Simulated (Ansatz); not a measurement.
**Predicting a run: zincblende BeSe (F-43m), hydrostatic pressure (both signs)**

Cell and atoms relaxed with PBEsol to each stress σ (compression positive); gaps by PBEsol with spin-orbit coupling, rigid bands (plane waves, PAW; Ansatz, a quantum-chemistry and plane-wave program). Unloaded cell: a = 3.626 Å, b = 3.626 Å, c = 3.626 Å, α = 60.00°, β = 60.00°, γ = 60.00°.

```csv
σ (GPa),ln(V/V₀) (%),gap (eV)
0,0,2.322
-2.00,2.66,2.380
2.00,-2.39,2.267
10.00,-10.29,2.069
```

Question: Fit E_g = 2.322 eV + aσ + bσ² and ε = cσ + dσ² to the loaded rows by least squares.

Answer: a = -0.0283 eV/GPa, b = 2.98e-04 eV/GPa²; c = -1.27 %/GPa, d = 0.0238 %/GPa².

Question: One run was withheld, at σ = 5.00 GPa. Predict its gap and its ln(V/V₀), then set them beside the run.

Answer: E_g = 2.322 + (-0.0283)(5.00) + (2.98e-04)(5.00)² = 2.188 eV and ε = (-1.27)(5.00) + (0.0238)(5.00)² = -5.75 %. The run gave 2.189 eV and -5.62 %, misses of 0.001 eV and 0.14 percentage points.

Gaps are resolved to about 0.01 eV; third decimals are kept for the arithmetic. Every relaxation keeps the zincblende phase (space group F-43m under this load), so a transition, a distortion that breaks the symmetry or fracture can't show.
